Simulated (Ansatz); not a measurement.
We consider Si (P6₃/mmc, No. 194, 4 atoms in the cell; start mp-165; another form than the element's usual one), described by PBEsol in Ansatz (plane waves, PAW).

The input as run:

Ansatz 0.2 input:
```yaml
crystal:
  lattice:
    - [3.8246900201, 0.0, 0.0]
    - [-1.91234501, 3.312278719, 0.0]
    - [0.0, 0.0, 6.3239720875]
  atoms:
    - { symbol: Si, position: [0.3333333333, 0.6666666667, 0.0629989854] }
    - { symbol: Si, position: [0.6666666667, 0.3333333333, 0.9370010146] }
    - { symbol: Si, position: [0.6666666667, 0.3333333333, 0.5629989854] }
    - { symbol: Si, position: [0.3333333333, 0.6666666667, 0.4370010146] }
basis:
  ecutwfc: 520
  ecutrho_ratio: 4
  xc_grid: 2
kpoints:
  mp_grid: { grid: [12, 12, 6] }
  band_path:
    path:
      - [0.0, 0.0, 0.0]
      - [0.055556, 0.0, 0.0]
      - [0.111111, 0.0, 0.0]
      - [0.166667, 0.0, 0.0]
      - [0.222222, 0.0, 0.0]
      - [0.277778, 0.0, 0.0]
      - [0.333333, 0.0, 0.0]
      - [0.388889, 0.0, 0.0]
      - [0.444444, 0.0, 0.0]
      - [0.5, 0.0, 0.0]
      - [0.466667, 0.066667, 0.0]
      - [0.433333, 0.133333, 0.0]
      - [0.4, 0.2, 0.0]
      - [0.366667, 0.266667, 0.0]
      - [0.333333, 0.333333, 0.0]
      - [0.30303, 0.30303, 0.0]
      - [0.272727, 0.272727, 0.0]
      - [0.242424, 0.242424, 0.0]
      - [0.212121, 0.212121, 0.0]
      - [0.181818, 0.181818, 0.0]
      - [0.151515, 0.151515, 0.0]
      - [0.121212, 0.121212, 0.0]
      - [0.090909, 0.090909, 0.0]
      - [0.060606, 0.060606, 0.0]
      - [0.030303, 0.030303, 0.0]
      - [0.0, 0.0, 0.125]
      - [0.0, 0.0, 0.25]
      - [0.0, 0.0, 0.375]
      - [0.0, 0.0, 0.5]
      - [0.055556, 0.0, 0.5]
      - [0.111111, 0.0, 0.5]
      - [0.166667, 0.0, 0.5]
      - [0.222222, 0.0, 0.5]
      - [0.277778, 0.0, 0.5]
      - [0.333333, 0.0, 0.5]
      - [0.388889, 0.0, 0.5]
      - [0.444444, 0.0, 0.5]
      - [0.5, 0.0, 0.5]
      - [0.466667, 0.066667, 0.5]
      - [0.433333, 0.133333, 0.5]
      - [0.4, 0.2, 0.5]
      - [0.366667, 0.266667, 0.5]
      - [0.333333, 0.333333, 0.5]
      - [0.30303, 0.30303, 0.5]
      - [0.272727, 0.272727, 0.5]
      - [0.242424, 0.242424, 0.5]
      - [0.212121, 0.212121, 0.5]
      - [0.181818, 0.181818, 0.5]
      - [0.151515, 0.151515, 0.5]
      - [0.121212, 0.121212, 0.5]
      - [0.090909, 0.090909, 0.5]
      - [0.060606, 0.060606, 0.5]
      - [0.030303, 0.030303, 0.5]
      - [0.5, 0.0, 0.375]
      - [0.5, 0.0, 0.25]
      - [0.5, 0.0, 0.125]
      - [0.333333, 0.333333, 0.375]
      - [0.333333, 0.333333, 0.25]
      - [0.333333, 0.333333, 0.125]
    npoints: 1
hamiltonian:
  xc: pbesol
  dispersion: none
  pseudopotentials: { azcp: { folder: ./paw }, kind: paw }
scf:
  occupations: { method: fermi_dirac, width: 0.01 }
  convergence: { dr2_threshold: 0.0000000004 }
output:
  forces: true
  stress: true
  eigenvalues: true
  write_bands: true
```

Output (set-up and result lines):

```
Crystal: 4 atoms, lattice volume = 80.115 Å³
Basis set: ecut = 520 eV, 2153 PW (Γ), exchange–correlation on 60×60×96 points (8 copies of the dense FFT grid, shifted against one another)
Bands: 12, of which v1, the nominal top of the filled ones, is band 8 counted from 1 (7 counted from 0)
Symmetry: 24 space group operations
Space group: P63/mmc (ITA 194), of the structure as read, at distance tolerance 4.3e-5 Å
k-points: 76 of 864
Initial density: superposition of atomic densities (chi_scale 0.1, normalization cell)
Functional: x = pbesol(κ = 0.804, μ = 0.12345679012345678), c = pbesol(β = 0.046)
SCF iter   1: F=—  HF=-2486.377768 eV  |F-HF|=—  |Δ(HF+E_count)|=         —  Δρ=4.58e-2  dr2=1.50e0
SCF iter   2: F=—  HF=-2485.997223 eV  |F-HF|=—  |Δ(HF+E_count)|=   3.81e-1  Δρ=1.95e-2  dr2=2.34e-1
  ...
SCF iter   6: F=—  HF=-2485.940065 eV  |F-HF|=—  |Δ(HF+E_count)|=   4.58e-7  Δρ=1.75e-6  dr2=4.10e-9
SCF iter   7: F=-2485.940065 eV  HF=-2485.940065 eV  |F-HF|=5.28e-11  |Δ(HF+E_count)|=  1.51e-10  Δρ=2.12e-7  dr2=4.90e-11
SCF 1 converged in 7 iterations: F = -2485.940065 eV  dr2 = 4.90e-11
SCF converged after 7 iterations
Free energy (F): -2485.940065 eV
Internal energy: -2485.940065 eV  (E = F + TS)
E sigma→0 (E₀):  -2485.940065 eV
Fermi energy:    6.572870 eV
--- Forces (eV/Å), atoms counted from 1 ---
  atom   1  Si     0.00000000    -0.00000000     0.00079376
  atom   2  Si    -0.00000000     0.00000000    -0.00079376
  atom   3  Si     0.00000000     0.00000000     0.00079376
  atom   4  Si    -0.00000000    -0.00000000    -0.00079376
--- Stress (GPa, compression-positive) ---
       -0.003291       0.000000       0.000000
       -0.000000      -0.003291      -0.000000
        0.000000      -0.000000       0.014251
  P = ⅓ Tr σ = 0.0026 GPa (0.026 kbar)
```

The PAW data were made under PBE.

A start named mp-… is a Materials Project structure, which need not be a measured phase.

Ansatz is an electronic-structure program.
